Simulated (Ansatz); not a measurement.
CrO3 (within 0.1 Å of Ama2, No. 40; cell taken from a computed entry), treated with LDA (Ansatz, an electronic-structure program, PAW).

Numerical settings: plane-wave cutoff 520 eV, 8×6×8 k mesh (along the axes of the cell as run), Fermi–Dirac smearing 0.01 eV, no spin polarisation, scalar-relativistic PAW data made under PBE.

Cell (relaxed with PBEsol):

```xyz
8
Lattice="4.8927 0.0000 0.0158 0.0000 5.7289 0.0000 -2.4245 0.0000 4.5617" Properties=species:S:1:pos:R:3 pbc="T T T"
Cr     2.4038     2.8645     0.8377
Cr    -0.0134     0.0000     3.7389
O      1.5512     0.0000     3.6807
O     -0.5783     0.0000     2.2740
O      1.8259     2.8645     2.2978
O      3.9678     2.8645     0.9099
O      1.8588     4.2968     0.0055
O      1.8588     1.4321     0.0055
```

Question: Give the computed band gap, smallest direct gap on the k points sampled and direct gap at Γ.

Answer: 
- band gap = 2.17 eV (indirect)
- smallest direct gap on the k points sampled = 2.24 eV
- direct gap at Γ = 2.68 eV

Note: cell and atoms aren't relaxed at this level (pressure -3.6 GPa); this cell isn't known to be the ambient phase, and symmetry holds it in the calculation.

The computed numbers hold no vibrational or temperature effects.

The result took very roughly 5 core-minutes.
